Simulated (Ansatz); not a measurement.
Response to strain in ZnAu

Take ZnAu in the CsCl type structure (space group Pm-3m, No. 221; a = 3.129 Å; relaxed with 0.1 eV smearing) as the base.

Strains are applied to the cell and any free atomic positions relax.

Level of theory: Ansatz (an electronic-structure program), PBEsol, PAW, cutoff 420 eV, spin-orbit coupling left out.

Candidates:
(a) isotropic strain +2.50 %
(b) isotropic strain +0.50 %
(c) isotropic strain −2.50 %

Notes on the quantities. energy relative to the base: free energy F.

Order them by energy relative to the base, lowest first.

(b) isotropic strain +0.50 % (+1.5 meV/atom), (a) isotropic strain +2.50 % (+34 meV/atom), (c) isotropic strain −2.50 % (+43 meV/atom)

Stability against distortions was not tested.
